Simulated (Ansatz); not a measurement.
Data:

```
BaZrO3
1.0
    4.16765     0.00000     0.00000
    0.00000     4.16765     0.00000
    0.00000     0.00000     4.16765
Ba Zr O
1 1 3
Direct
  0.00000   0.00000   0.00000
  0.50000   0.50000   0.50000
  0.00000   0.50000   0.50000
  0.50000   0.50000   0.00000
  0.50000   0.00000   0.50000
```

No spin polarisation.

Calculations: Kohn–Sham DFT with the PBE functional, run in Ansatz (an electronic-structure program) with PAW and 420 eV plane waves, without spin-orbit coupling. k-mesh 8×8×8 (Γ-centred); smearing 0.05 eV (Fermi–Dirac).

Problem. What is the computed band gap?

Solution. 3.28 eV.

Problem. Predict the gap character.

Solution. Indirect, R → Γ.

Load acts through the strain it causes; cell and atoms are relaxed under it. Whether these cells are dynamically stable was not tested. Competing high-pressure phases were not computed. The cell was made from BaZrO$_{3}$ in the cubic perovskite structure (space group Pm-3m, No. 221) by this change: pressure 7 GPa.
